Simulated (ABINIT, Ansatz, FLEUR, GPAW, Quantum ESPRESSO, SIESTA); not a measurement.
One structure in several programs: MgMn2O4 (P-3m1, 7 atoms in the cell)

Self-consistent single point.

```
MgMn2O4
1.0
    3.09290     0.00000     0.00000
   -1.54645     2.67853     0.00000
    0.00000     0.00000    10.13797
Mg Mn O
1 2 4
Cartesian
  0.00000   0.00000   0.00000
  0.00000   0.00000   7.40812
  0.00000   0.00000   2.72985
  1.54645   0.89284   1.25731
  0.00000   1.78569   8.88066
  1.54645   0.89284   6.60266
  0.00000   1.78569   3.53531
```
Moments meant for the start (each program seeds them in its own way; μB, in the order of the atoms Mg Mn Mn O O O O): 0.0 4.0 4.0 0.0 0.0 0.0 0.0.

All programs got the same cell, k-point mesh and kind of occupations, and the same starting moments (in Ansatz's words: kpoints.mp_grid.grid = 7 7 2; magnetization.spin_polarized = true; scf.occupations.method = gaussian; scf.occupations.width = 0.2 eV); potentials, basis and cutoffs are each program's usual ones.

```
code                                                                                                                                 model  pressure (GPa)  largest force (eV/Å)  size of the net moment (μB/atom)  k-points           cutoff
----------------  ------------------------------------------------------------------------------------------------------------------------  --------------  --------------------  --------------------------------  --------  ---------------
ABINIT                                                                                                  LDA (PW92), PAW (JTH v2.0 LDA PAW)          -19.28                 1.561                              1.14        16            60 Ry
Quantum ESPRESSO                                                                       LDA (PZ), GBRV 1.5 ultrasoft (LDA) pseudopotentials          -19.27                 1.573                              1.14        16            50 Ry
FLEUR                                                         LDA (Perdew-Zunger), all-electron FLAPW (FLEUR), scalar-relativistic valence               –                 1.704                              1.14        16  Kmax 4.7 1/bohr
Ansatz                                                                                                 LDA (PW92), PAW files made with PBE          -19.86                 1.609                              1.14        16          default
GPAW                                                                         LDA (Perdew-Wang 92), GPAW PAW datasets LDA (gpaw-data 1.0.1)               –                 1.536                              1.14        16           900 eV
SIESTA            LDA PW92, numerical atomic orbitals DZP, PseudoDojo LDA standard norm-conserving potentials (rewritten from UPF to PSML)          -20.90                 1.401                              1.14        53      grid 350 Ry
```

Size of the force on each atom (eV/Å): Sizes of forces hide their directions.

```csv
code,Mg1,Mn2,Mn3,O4,O5,O6,O7
ABINIT,0.000,0.654,0.654,0.262,0.262,1.561,1.561
Quantum ESPRESSO,0.000,0.650,0.650,0.266,0.266,1.573,1.573
FLEUR,0.000,0.706,0.706,0.164,0.164,1.704,1.704
Ansatz,0.000,0.673,0.673,0.271,0.271,1.609,1.609
GPAW,0.000,0.655,0.655,0.225,0.225,1.536,1.536
SIESTA,0.000,0.588,0.588,0.302,0.302,1.401,1.401
```

A dash marks a value that a program does not give, or that is left out as unsure.

The spread over the programs that give each value: pressure within 1.63 GPa; largest force within 0.303 eV/Å; size of the net moment within 0.00 μB/atom.

The starting cell comes from a database of computed structures (which also holds hypothetical and non-ambient phases and stackings), without a prior relaxation at this level. Its lattice was rescaled by a random factor within 2.5 % of one. On Ansatz's run: The magnetic order is the one reached from the typed start; others were not searched systematically. In the base run, with a pressure of about -19 GPa the cell is away from its equilibrium volume at this level. In the base run, forces exceed 1 eV/Å.

Question: Why do the programs differ, and what cannot be compared?

Answer: Differences of this kind can come from the potentials, where these differ, and from what each basis and cutoff leave unconverged. The zero of total energies and Fermi levels follows the potentials and each program's conventions, so they are not compared here. SIESTA uses small atom-centred bases, whose incompleteness enters pressures, forces and empty levels differently from a plane-wave cutoff. FLEUR treats all electrons, but the usual bases taken here (sphere radii, linearisation, local orbitals, empty states) were not tested for convergence, so the values are no reference for the others. Ansatz's pressure is given at a fixed set of plane waves, as the other plane-wave codes print theirs; with its correction for the finite basis it is -19.26 GPa (the shift of 0.60 GPa shows how far the cutoff is from converged). The pressure of GPAW is left out: its cutoff lies under the one at which its stress was checked. The same LDA comes in different parametrisations, which differ slightly. Site moments depend on each program's spheres or projections; the total moment of the cell does not. The programs reduce the same mesh by symmetry to different extents, which changes the work and not the result. In the pressure, SIESTA (by 1.62) lies more than 1 GPa from the median of the plane-wave programs. In the force vectors, FLEUR (by 0.136) and SIESTA (by 0.166) lie more than 0.08 eV/Å from the median of the plane-wave programs.

Ansatz is a first-principles code.

Keys are those of Ansatz 0.2.
